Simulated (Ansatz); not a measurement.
Base system: MgO in the wurtzite structure (space group P6_3mc, No. 186; a cell from a computed database, its experimental status unchecked).

```
MgO
1.0
    3.30273     0.00000     0.00000
   -1.65136     2.86025     0.00000
    0.00000     0.00000     5.02087
Mg O
2 2
Direct
  0.33333   0.66667   0.00375
  0.66667   0.33333   0.50375
  0.33333   0.66667   0.40085
  0.66667   0.33333   0.90085
```

Levels (all Ansatz, a quantum-chemistry and plane-wave program, PAW): PBEsol (420 eV, no spin-orbit coupling); r2SCAN (500 eV, without spin-orbit coupling).

The geometry is relaxed with PBEsol.

| Property | Value |
|---|---|
| PBEsol electron mass | 0.34 mₑ (at Γ) |
| PBEsol band gap | 3.36 eV |
| PBEsol width of the top valence band | 1.19 eV |
| PBEsol pressure | 0.00 GPa |

### Question
How does going to r2SCAN change the electron mass, band gap, width of the top valence band and pressure?

### Answer
The electron mass goes from 0.34 mₑ (at Γ) to 0.36 mₑ (at Γ); the band gap increases by 0.80 eV (3.36 eV → 4.16 eV); the width of the top valence band hardly moves (1.19 eV against 1.17 eV); the pressure goes from zero to -0.90 GPa.

Single points use the geometry relaxed with PBEsol. Their cutoffs differ, which shifts pressures a little. Masses are band curvatures over ±0.01 Å⁻¹ around the edge. No phonon test of stability was made. This is not the structure that MgO has at room temperature and ambient pressure.
